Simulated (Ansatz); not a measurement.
The reference is Rh in the fcc (Cu type) structure (space group Fm-3m, No. 225; relaxed with 0.1 eV smearing).

```
Rh
1.0
    0.00000     1.91600     1.91600
    1.91600     0.00000     1.91600
    1.91600     1.91600     0.00000
Rh
1
Cartesian
  0.00000   0.00000   0.00000
```

Level of theory: PBE/PAW in Ansatz (a program for electronic structure), without spin-orbit coupling.

Base values:

| Item | Value |
|---|---|
| Pressure | 0.0 GPa |

One thing is altered: every lattice vector is shortened by 0.50 %, atoms relaxed at fixed cell.

**Question.** Predict the new pressure.

**Answer.** The pressure goes from zero to 4.0 GPa.

**Question.** Predict the new energy relative to the base.

**Answer.** The energy increases by 2.6 meV/atom.

The cells carry an imposed strain or load. No phonon test of stability was made. All final runs are without spin polarisation.
